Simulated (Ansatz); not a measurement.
# Relaxed reversal path of CdSe (wurtzite, P6_3mc)

Climbing-image nudged elastic band at fixed cell from the polar structure to its inverse, Ansatz (a program for electronic structure), LDA functional, plane-wave PAW. The cell was generated from a structure type, relaxed within its symmetry, and need not be the phase found at ambient conditions. The polar cell is repeated 2×1×1, so that parts of it can switch one after another.

| image | s (Å) | E (meV/atom) |
|---|---|---|
| 0 | 0.00 | 0.0 |
| 1 | 0.74 | 56.6 |
| 2 | 1.47 | 83.7 |
| 3 | 2.21 | 84.0 |
| 4 | 2.94 | 61.4 |
| 5 | 3.68 | 93.9 |
| 6 | 4.36 | 80.3 |
| 7 | 5.04 | 51.6 |
| 8 | 5.71 | 0.0 |

The cell is clamped and the switching is periodic in it; domain walls, strain relief and fields are absent. Other reversal paths can lie lower, and the path does not show that the crystal can be switched.

The PAW data sets were generated under PBE and serve the other functionals too.
